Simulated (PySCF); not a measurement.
PySCF 2.14.0, R2SCAN/def2-svp, df: Mg(F)(NMe2)(OH2)2 (C[N](C)[Mg](<-[OH2])(<-[OH2])[F]), 17 atoms. The geometry is a generated start, not checked to be a minimum at this level.

```yaml
task: energy
method: r2scan
basis: def2-svp
two_electron_scheme: density fitting
mol.max_memory: 3000 MB
mf.max_cycle: 100
mf.init_guess: minao (default)
mf.DIIS: CDIIS (default)
mf.diis_space: 8 (default)
mf.conv_tol: 1e-09 (default)
mf.grids.level: 3 (default)
basis_functions: 152
grid_points: 201224
```

```xyz
17

Mg    -1.1198     0.5789     0.2772
F     -0.6445     1.7428     1.5525
N      0.2580    -0.6392    -0.1605
C      1.5787    -0.4298     0.3656
C      0.3136    -1.2525    -1.4608
H      2.0813    -1.3941     0.5390
H      2.2225     0.1542    -0.3170
H      1.5150     0.1044     1.3124
H      0.8516    -0.6382    -2.2054
H      0.8397    -2.2178    -1.3990
H     -0.6966    -1.4329    -1.8266
O     -1.2030     2.2312    -0.9732
H     -0.4502     2.4747    -1.5219
H     -1.0294     2.6213    -0.1012
O     -1.8643    -0.6569     1.8103
H     -1.5330     0.0181     2.4208
H     -1.1197    -1.2641     1.6879
```

One run each on 2 threads, 1 BLAS thread. Values of level_shift (Hartree) tried: 0 (default), 0.1, 0.3, 1.

Problem. Which value of level_shift (Hartree) needs the fewest Fock builds, and what happens away from it?

Solution. Fewest Fock builds, within one of each other: 0 (default) with 13, 0.1 with 13. The count rises to 69 at 1. All converge to one solution.

| level_shift (Hartree) | Fock builds | end |
|---|---|---|
| 0 (default) | 13 | same solution |
| 0.1 | 13 | same solution |
| 0.3 | 25 | same solution |
| 1 | 69 | same solution |
